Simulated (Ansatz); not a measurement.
Cell and atoms of amorphous IGZO (In7Ga9Zn12O35):

```xyz
63
Lattice="9.2346 0.0000 0.0000 0.0000 9.2346 0.0000 0.0000 0.0000 9.2346" Properties=species:S:1:pos:R:3 pbc="T T T"
In     1.9974     0.7774     8.3620
In     0.3653     1.3359     5.7069
In     8.9549     7.7947     4.6756
In     2.9561     8.7070     4.3602
In     0.1456     1.6456     2.1392
In     7.8533     0.0884     8.3060
In     1.2885     6.7985     7.4400
Ga     3.8117     5.4056     9.1036
Ga     6.2681     0.9159     2.2539
Ga     3.3999     2.3049     2.0219
Ga     6.1822     0.8683     5.6570
Ga     2.5919     5.8729     2.8885
Ga     5.5534     3.0091     7.6752
Ga     0.5838     4.7587     0.6926
Ga     7.0699     6.0341     7.2126
Ga     5.3353     4.2235     2.1494
Zn     0.6100     7.7167     1.3799
Zn     5.7784     7.1958     4.2068
Zn     8.2596     5.4158     2.8292
Zn     3.7547     8.4258     1.2728
Zn     2.3596     3.4864     7.3666
Zn     6.6799     7.1570     1.1865
Zn     3.9902     5.6467     5.8080
Zn     6.9034     3.3486     4.6704
Zn     0.6472     4.7448     5.1910
Zn     8.5456     3.4304     7.5905
Zn     3.5137     2.7448     4.9389
Zn     4.8117     8.1533     7.4542
O      5.2605     2.4014     1.5142
O      7.4998     7.2781     3.3028
O      0.6541     8.3500     8.7431
O      6.1870     1.2616     7.6249
O      3.8011     6.6740     4.0923
O      0.0298     1.6727     7.9199
O      4.8958     8.7451     5.5341
O      0.8955     4.5996     8.0984
O      3.4297     6.4861     7.6293
O      7.8211     0.5764     1.2011
O      8.6860     3.2696     5.5310
O      8.7553     6.2363     6.3218
O      6.9023     4.3046     8.0191
O      6.5651     4.6631     3.3755
O      3.5066     1.3414     3.5995
O      1.5218     8.2135     5.8443
O      5.8555     6.0261     5.8612
O      0.8426     5.9234     3.6724
O      2.5471     4.3727     5.6058
O      0.6278     0.4743     3.7974
O      2.2828     5.5525     0.9974
O      6.8459     1.4533     3.9338
O      5.3195     2.8027     5.7790
O      7.9103     9.1980     6.0386
O      2.3639     1.7238     6.4494
O      2.2675     7.8897     2.3507
O      8.6309     6.2461     0.9641
O      1.9541     1.8608     0.9917
O      6.6111     7.5088     8.3552
O      3.7917     9.1165     8.7756
O      5.4433     8.4906     2.1516
O      9.0761     3.6792     1.9696
O      5.2258     5.7006     1.0149
O      3.5447     4.0514     2.8489
O      3.9772     3.6373     8.4708
```

The numbers are results of PBE, scalar-relativistic without spin-orbit coupling (plane waves to 420 eV, PAW; Ansatz, a first-principles code), not measurements. The usual formal charges leave 2 electrons over, so the level spacing at the Fermi energy parts defect or band states and needn't be the band gap.

The cell was made by melting and quenching with the CHGNet potential and then relaxed with DFT. O atoms were pushed apart under 1.9 Å during the dynamics, to hinder bonds among them. The hot cell started wider than the set density and was brought back towards it in steps. It is the lowest in DFT energy of 4 quenches. It is a model cell: composition and starting density were chosen by hand, and all elements were melted together. No dispersion term was used. Its density started from a set value of 5.85 and ended at 5.85 g/cm³. The quench (nominally 260 K/ps over its main leg) was far faster than any real one, so the model tends to hold more defects than a real film. One small periodic cell is one sample of the glass; other quenches scatter about these values. The volume was held where the preparation left it, at a PBE pressure of 4.1 GPa. Stress components on the final sampling reach 4.6 GPa. On a 2×2×2 Γ-centred mesh force components of up to 0.15 eV/Å stay, since the relaxation ran on the zone centre alone.

Neighbours within In-In 3.12 Å, In-Ga 2.90 Å, In-Zn 2.90 Å, In-O 2.78 Å, Ga-Ga 2.68 Å, Ga-Zn 2.68 Å, Ga-O 2.30 Å, Zn-Zn 2.68 Å, Zn-O 2.56 Å, O-O 1.58 Å count as bonded. Two cations that share two anions don't count as bonded, nor two that share one unless they lie closer than In-In 3.04 Å, In-Ga 2.82 Å, In-Zn 2.82 Å, Ga-Ga 2.61 Å, Ga-Zn 2.61 Å, Zn-Zn 2.61 Å.

Task: Give the coordination numbers, mean bond lengths and angles.

Result: 
| Quantity | Result |
|---|---|
| Mean coordination of In by anions | 5.43 (1 with 4, 2 with 5, 4 with 6) |
| Mean coordination of Ga by anions | 4.22 (7 with 4, 2 with 5) |
| Mean coordination of Zn by anions | 4.17 (2 with 3, 6 with 4, 4 with 5) |
| Mean coordination of O | 3.60 (14 with 3, 21 with 4) |
| Mean Zn-O bond | 2.033 Å (spread 0.126 Å, 50 counted) |
| Mean In-O bond | 2.208 Å (spread 0.123 Å, 38 counted) |
| Mean Ga-O bond | 1.911 Å (spread 0.071 Å, 38 counted) |
| Bond angle at In | mean 105.0°, spread 28.7° |
| Bond angle at Ga | mean 108.0°, spread 15.8° |
| Bond angle at Zn | mean 108.3°, spread 21.5° |
| Bond angle at O | mean 110.2°, spread 15.7° |

Task: List the pairs of like atoms that count as bonded by the rules above.

Result: There are none by these rules.

Task: What Bader charges do the atoms carry, from a run on the zone centre alone?

Result: Means (range): In +1.76 e (+1.70 to +1.83), Ga +1.80 e (+1.77 to +1.83), Zn +1.21 e (+1.14 to +1.27), O -1.23 e (-1.27 to -1.18).
```json
[
 {"atom": "In1", "charge (e)": "+1.76"},
 {"atom": "In2", "charge (e)": "+1.74"},
 {"atom": "In3", "charge (e)": "+1.77"},
 {"atom": "In4", "charge (e)": "+1.82"},
 {"atom": "In5", "charge (e)": "+1.70"},
 {"atom": "In6", "charge (e)": "+1.83"},
 {"atom": "In7", "charge (e)": "+1.73"},
 {"atom": "Ga8", "charge (e)": "+1.79"},
 {"atom": "Ga9", "charge (e)": "+1.81"},
 {"atom": "Ga10", "charge (e)": "+1.77"},
 {"atom": "Ga11", "charge (e)": "+1.80"},
 {"atom": "Ga12", "charge (e)": "+1.83"},
 {"atom": "Ga13", "charge (e)": "+1.81"},
 {"atom": "Ga14", "charge (e)": "+1.77"},
 {"atom": "Ga15", "charge (e)": "+1.80"},
 {"atom": "Ga16", "charge (e)": "+1.79"},
 {"atom": "Zn17", "charge (e)": "+1.16"},
 {"atom": "Zn18", "charge (e)": "+1.25"},
 {"atom": "Zn19", "charge (e)": "+1.23"},
 {"atom": "Zn20", "charge (e)": "+1.14"},
 {"atom": "Zn21", "charge (e)": "+1.17"},
 {"atom": "Zn22", "charge (e)": "+1.27"},
 {"atom": "Zn23", "charge (e)": "+1.22"},
 {"atom": "Zn24", "charge (e)": "+1.23"},
 {"atom": "Zn25", "charge (e)": "+1.19"},
 {"atom": "Zn26", "charge (e)": "+1.19"},
 {"atom": "Zn27", "charge (e)": "+1.23"},
 {"atom": "Zn28", "charge (e)": "+1.23"},
 {"atom": "O29", "charge (e)": "-1.24"},
 {"atom": "O30", "charge (e)": "-1.19"},
 {"atom": "O31", "charge (e)": "-1.22"},
 {"atom": "O32", "charge (e)": "-1.24"},
 {"atom": "O33", "charge (e)": "-1.22"},
 {"atom": "O34", "charge (e)": "-1.22"},
 {"atom": "O35", "charge (e)": "-1.23"},
 {"atom": "O36", "charge (e)": "-1.23"},
 {"atom": "O37", "charge (e)": "-1.23"},
 {"atom": "O38", "charge (e)": "-1.24"},
 {"atom": "O39", "charge (e)": "-1.23"},
 {"atom": "O40", "charge (e)": "-1.23"},
 {"atom": "O41", "charge (e)": "-1.24"},
 {"atom": "O42", "charge (e)": "-1.22"},
 {"atom": "O43", "charge (e)": "-1.24"},
 {"atom": "O44", "charge (e)": "-1.22"},
 {"atom": "O45", "charge (e)": "-1.24"},
 {"atom": "O46", "charge (e)": "-1.24"},
 {"atom": "O47", "charge (e)": "-1.22"},
 {"atom": "O48", "charge (e)": "-1.19"},
 {"atom": "O49", "charge (e)": "-1.27"},
 {"atom": "O50", "charge (e)": "-1.26"},
 {"atom": "O51", "charge (e)": "-1.25"},
 {"atom": "O52", "charge (e)": "-1.24"},
 {"atom": "O53", "charge (e)": "-1.21"},
 {"atom": "O54", "charge (e)": "-1.20"},
 {"atom": "O55", "charge (e)": "-1.23"},
 {"atom": "O56", "charge (e)": "-1.23"},
 {"atom": "O57", "charge (e)": "-1.22"},
 {"atom": "O58", "charge (e)": "-1.18"},
 {"atom": "O59", "charge (e)": "-1.22"},
 {"atom": "O60", "charge (e)": "-1.22"},
 {"atom": "O61", "charge (e)": "-1.25"},
 {"atom": "O62", "charge (e)": "-1.26"},
 {"atom": "O63", "charge (e)": "-1.24"}
]
```
